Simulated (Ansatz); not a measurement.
Levels about the gap of amorphous Hf14O34La4 (52 atoms in a cell of 708 Å³, 8.44 g/cm³; zone centre alone, so wide bands show as single levels with stretches between that a denser mesh fills), at the geometry that PBE relaxed, where it gives -0.1 GPa on a denser mesh. The participation number counts the atoms over which a state spreads; weights are charges in smoothed Voronoi cells. The levels come from a single point, so bond lengths are those of that geometry. Method of the levels: r2SCAN, scalar-relativistic without spin-orbit coupling (Ansatz, a program for electronic structure). Sampling: the zone centre alone; Fermi-Dirac width 0.02 eV; no spin polarisation.

It comes from a melt-quench run on a machine-learned potential (CHGNet), relaxed afterwards by DFT. O atoms were pushed apart under 1.9 Å during the dynamics, to hinder bonds among them. The hot cell started wider than the set density and was brought back towards it in steps. It is the lowest in DFT energy of 2 quenches. It is a model cell: composition and starting density were chosen by hand, and all elements were melted together. No dispersion term was used. Its density started from a set value of 8.41 and ended at 8.44 g/cm³. The simulated quench (nominally 450 K/ps over its main leg) is rapid and tends to freeze in more defects than a deposited or slowly cooled glass has. A cell of this size samples the disorder only roughly. The volume was free in the relaxation, at fixed shape. Stress components on the final sampling reach 2.8 GPa.

```json
[
 {"E - E(highest filled), eV": "-0.35", "filling": "filled", "participation number": "8.9", "largest on": "O, 2 neighbours", "weight O": "0.94", "weight Hf": "0.05", "weight La": "0.02"},
 {"E - E(highest filled), eV": "-0.31", "filling": "filled", "participation number": "16.5", "largest on": "O, 3 neighbours", "weight O": "0.94", "weight Hf": "0.04", "weight La": "0.02"},
 {"E - E(highest filled), eV": "-0.21", "filling": "filled", "participation number": "14.5", "largest on": "O, 4 neighbours", "weight O": "0.93", "weight Hf": "0.04", "weight La": "0.02"},
 {"E - E(highest filled), eV": "-0.18", "filling": "filled", "participation number": "11.8", "largest on": "O, 2 neighbours", "weight O": "0.95", "weight Hf": "0.04", "weight La": "0.01"},
 {"E - E(highest filled), eV": "-0.06", "filling": "filled", "participation number": "15.4", "largest on": "O, 3 neighbours", "weight O": "0.94", "weight Hf": "0.04", "weight La": "0.02"},
 {"E - E(highest filled), eV": "-0.04", "filling": "filled", "participation number": "14.6", "largest on": "O, 4 neighbours", "weight O": "0.95", "weight Hf": "0.04", "weight La": "0.01"},
 {"E - E(highest filled), eV": "0.00", "filling": "filled", "participation number": "14.7", "largest on": "O, 4 neighbours", "weight O": "0.94", "weight Hf": "0.04", "weight La": "0.01"},
 {"E - E(highest filled), eV": "4.39", "filling": "empty", "participation number": "19.0", "largest on": "La, 8 neighbours", "weight O": "0.45", "weight Hf": "0.35", "weight La": "0.20"},
 {"E - E(highest filled), eV": "4.66", "filling": "empty", "participation number": "28.0", "largest on": "Hf, 7 neighbours", "weight O": "0.39", "weight Hf": "0.38", "weight La": "0.24"},
 {"E - E(highest filled), eV": "4.73", "filling": "empty", "participation number": "26.1", "largest on": "La, 8 neighbours", "weight O": "0.37", "weight Hf": "0.36", "weight La": "0.27"},
 {"E - E(highest filled), eV": "4.86", "filling": "empty", "participation number": "27.7", "largest on": "La, 8 neighbours", "weight O": "0.33", "weight Hf": "0.47", "weight La": "0.20"},
 {"E - E(highest filled), eV": "4.89", "filling": "empty", "participation number": "23.4", "largest on": "Hf, 7 neighbours", "weight O": "0.34", "weight Hf": "0.41", "weight La": "0.25"},
 {"E - E(highest filled), eV": "5.00", "filling": "empty", "participation number": "21.6", "largest on": "La, 6 neighbours", "weight O": "0.30", "weight Hf": "0.41", "weight La": "0.29"},
 {"E - E(highest filled), eV": "5.05", "filling": "empty", "participation number": "22.1", "largest on": "La, 6 neighbours", "weight O": "0.32", "weight Hf": "0.42", "weight La": "0.26"}
]
```

Most localised among these is the filled level at -0.35 eV, on a O atom, which has 2 neighbours (Hf 1.96 Å, Hf 2.06 Å).
